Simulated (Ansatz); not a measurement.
Functionals compared on NH3 on the 1x1 (111) surface of fcc Ni, ferromagnetic, one in a 2x2 cell, started at the site 'bridge Ni-Ni (span 2.5 Å)', in Ansatz (plane waves, PAW). The structure was relaxed with PBE; the other rows are single points on it, each with its references at the same level. Cutoff 420 eV.

Slab: 20 atoms, 6.0 Å thick at the start under the adsorbate (thin: gaps and levels are the slab's own); k 7x7x1, smearing 0.1 eV, dipole-corrected; 8 atoms held, the rest relaxed; no symmetry held; spin-polarised, no spin-orbit, no U, no dispersion correction. At the end it is bonded to Ni. In PBE it is, or lies within 0.03 eV of, the lowest of the starts that converged. These notes are the PBE run's. Adsorption energies are against NH3(g). A negative adsorption energy means that the adsorbate is more stable on the surface than in its reference.

```csv
functional,adsorption energy (eV),work function of the top face (eV),change of the work function (eV),magnetic moment of the cell (μB),rough cost of the single point
PBE,-0.48,2.33,-2.75,10.39,–
RPBE,(withheld),(withheld),(withheld),10.50,about 9 core-minutes (a rough figure)
```

Q: Some entries are withheld; supply them.

A: 
- RPBE, adsorption energy (eV): -0.19
- RPBE, work function of the top face (eV): 2.24
- RPBE, change of the work function (eV): -2.66

Ansatz is a first-principles code.
